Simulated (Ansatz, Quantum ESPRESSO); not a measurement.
## One structure in several programs: YbZnPb (P6_3mc, 6 atoms in the cell)

Self-consistent single point.

```
CELL_PARAMETERS angstrom
      4.75572     0.00000     0.00000
     -2.37786     4.11857     0.00000
      0.00000     0.00000     7.57824
ATOMIC_POSITIONS crystal
  Yb 0.00000 0.00000 0.75766
  Yb 0.00000 0.00000 0.25766
  Zn 0.66667 0.33333 0.94147
  Zn 0.33333 0.66667 0.44147
  Pb 0.66667 0.33333 0.54186
  Pb 0.33333 0.66667 0.04186
```

All programs got the same cell, k-point mesh and kind of occupations (in Ansatz's words: kpoints.mp_grid.grid = 6 6 3; scf.occupations.method = gaussian; scf.occupations.width = 0.01 Ry); potentials, basis and cutoffs are each program's usual ones.

```csv
code,model,pressure (GPa),largest force (eV/Å),cutoff
Ansatz,"PBEsol, PAW files made with PBE",-2.50,0.221,default
Quantum ESPRESSO,"PBEsol, SSSP 1.1.2 precision (PBE) pseudopotentials",-2.78,0.236,65 Ry
```

Size of the force on each atom (eV/Å): Sizes of forces hide their directions.

| code | Yb1 | Yb2 | Zn3 | Zn4 | Pb5 | Pb6 |
|---|---|---|---|---|---|---|
| Ansatz | 0.110 | 0.110 | 0.111 | 0.111 | 0.221 | 0.221 |
| Quantum ESPRESSO | 0.127 | 0.127 | 0.110 | 0.110 | 0.236 | 0.236 |

The spread over the programs that give each value: pressure within 0.28 GPa; largest force within 0.015 eV/Å.

The starting cell comes from a database of computed structures (which also holds hypothetical and non-ambient phases and stackings), without a prior relaxation at this level. On Ansatz's run: Spin-orbit coupling is off. Spin polarisation is off.

Problem. Why do the programs differ, and what cannot be compared?

Solution. Differences of this kind can come from the potentials, where these differ, and from what each basis and cutoff leave unconverged. The valence holds different numbers of electrons (Ansatz (a first-principles code) 100, Quantum ESPRESSO 116). The zero of total energies and Fermi levels follows the potentials and each program's conventions, so they are not compared here. Ansatz's pressure is given at a fixed set of plane waves, as the other plane-wave codes print theirs; with its correction for the finite basis it is -2.44 GPa. Ansatz's smearing width was typed in Ry to four decimals, so it matches the others to a few per cent.

Left out of this page: Elk (not drawn, or without a comparable value); FLEUR (with a known weakness of the program).

Keys are those of Ansatz 0.2.
